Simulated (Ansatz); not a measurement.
Start from Zr in the hcp (Mg type) structure (space group P6_3/mmc, No. 194; a = 3.144 Å, c = 5.093 Å; relaxed with 0.1 eV smearing).

Method: Ansatz (a program for electronic structure) LDA, no spin-orbit coupling.

Before the change:

| Quantity | Value |
|---|---|
| Pressure | 0.0 GPa |
| Band gap | zero |

Now apply this change: the cell is scaled by 1.0150 in all directions; the atoms relax in the strained cell.

What does the calculation give for the energy relative to the base after the change?

The energy grows by 14 meV/atom.

How does this affect the pressure?

The pressure (mean of the normal stresses, compression positive) goes from zero to -4.3 GPa.

How does this affect the band gap?

The band gap is still zero.

No phonon test of stability was made. All final runs are without spin polarisation.
